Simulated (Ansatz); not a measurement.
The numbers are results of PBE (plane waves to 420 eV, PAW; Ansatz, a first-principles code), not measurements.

Electrostatic potential energy of an electron, averaged over planes parallel to the surface, in eV from the Fermi level, for O on the 1x1 (111) surface of fcc Ag, one in a 3x3 cell, started at the site 'bridge Ag-Ag (span 2.9 Å)':

(z (Å), V (eV)): (5.30, 4.47); (5.59, 4.47); (5.89, 4.46); (6.18, 4.46); (6.48, 4.45); (6.77, 4.44); (7.07, 4.41); (7.36, 4.35); (7.66, 4.23); (7.95, 3.96); (8.24, 3.40); (8.54, 2.18); (8.83, -0.99); (9.13, -6.21); (9.42, -10.54); (9.72, -11.96); (10.01, -9.93); (10.31, -5.32); (10.60, -0.59); (10.89, 0.98); (11.19, -1.05); (11.48, -5.96); (11.78, -10.39); (12.07, -12.08); (12.37, -10.32); (12.66, -5.85); (12.96, -0.97); (13.25, 0.94); (13.54, -0.89); (13.84, -5.75); (14.13, -10.26); (14.43, -12.07); (14.72, -10.45); (15.02, -6.05); (15.31, -1.13); (15.61, 0.97); (15.90, -0.59); (16.19, -5.28); (16.49, -9.87); (16.78, -11.88); (17.08, -10.48); (17.37, -6.27); (17.67, -1.52); (17.96, 1.42); (18.26, 2.88); (18.55, 3.98); (18.84, 4.63); (19.14, 4.84); (19.43, 4.92); (19.73, 4.96); (20.02, 4.97); (20.32, 4.98); (20.61, 4.98); (20.91, 4.98); (21.20, 4.98); (21.49, 4.98); (21.79, 4.98); (22.08, 4.98); (22.38, 4.98)

Slab: 37 atoms, 7.1 Å thick at the start under the adsorbate (thin: gaps and levels are the slab's own); k 4x4x1, smearing 0.1 eV, dipole-corrected; 18 atoms held, the rest relaxed; start symmetry kept, larger cells not searched; spin-polarised, no spin-orbit, no U, no dispersion correction. The starting moment vanished. At the end it is bonded to 3 Ag. In PBE it is, or lies within 0.03 eV of, the lowest of the starts that converged.

Problem. The surface cell has an area of 67.07 Å². What dipole along the normal does the step between the two vacuum levels imply?

Solution. the top vacuum level lies 0.52 eV above the bottom one; p = −ε₀ A ΔV (ε₀ = 0.005526 e/(V·Å)) gives -0.19 e·Å a cell.
